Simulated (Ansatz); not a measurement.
The starting structures come from a database of crystals and need not be the phases stable at ambient conditions.

Inside the gap of an insulator the Bloch states are evanescent, with a wavenumber k + iκ along the transport direction.

Given:

```
CELL_PARAMETERS angstrom
      5.80868     0.00000     0.00000
      0.00000     9.27244     0.00000
      2.66075     4.63622     5.23008
ATOMIC_POSITIONS crystal
  Rb 0.35860 0.68163 0.63674
  Rb 0.64140 0.31837 0.36326
  Te 0.00000 0.00000 0.00000
  Te 0.24104 0.14540 0.18452
  Te 0.75896 0.85460 0.81548
  Te 0.75896 0.32992 0.81548
  Te 0.24104 0.67008 0.18452
```

Space group of this cell: C2/m. The cell is taken as given.

Transport runs along the normal of the first two printed cell vectors.

The gap is the functional's own. No spin-orbit coupling. Mid-gap values are interpolated on the energy grid.

### Question
State the band gap and the smallest decay constant κ at mid-gap according to r2SCAN run with Ansatz (a program for electronic structure).

### Answer
Gap 0.56 eV on a 6×6×6 mesh; κ = 0.071 1/Å, at (0.500, 0.250) of the in-plane reciprocal vectors. At the zone centre, at the nearest computed energy, the slowest state has κ = 0.11 1/Å.
